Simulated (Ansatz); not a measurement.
**BP (model structure, started from the GeS type, Pnma, No. 62, 8 atoms in the cell)**

Computed with PBEsol in Ansatz (PAW).

Run with plane-wave cutoff 520 eV, 8×18×16 k mesh (along the axes of the cell as run), Fermi–Dirac smearing 0.05 eV, scalar-relativistic PAW data made under PBE.

Cell (relaxed at this level):

Space group Pnma (No. 62); a = 6.256 Å, b = 3.214 Å, c = 5.362 Å, α = β = γ = 90.00°

```csv
atom,site,symmetry,x,y,z
B,4c,.m.,0.1617,0.2500,0.3985
P,4c,.m.,0.3388,0.2500,0.1071
```

| Item | Value |
|---|---|
| band gap | 0.59 eV (on the SCF k mesh) |
| bulk modulus B0 | 133 GPa |

Note: the bulk modulus is −V dP/dV from two relaxed cells at ±2 % in volume; the relaxation could raise the start's symmetry but not lower it, so the cell can be a saddle point.

A model structure was made by putting elements into a prototype or built by hand; it is no filed structure, need not be a known phase, and can be a saddle point held by its symmetry.

Ansatz is an electronic-structure program.
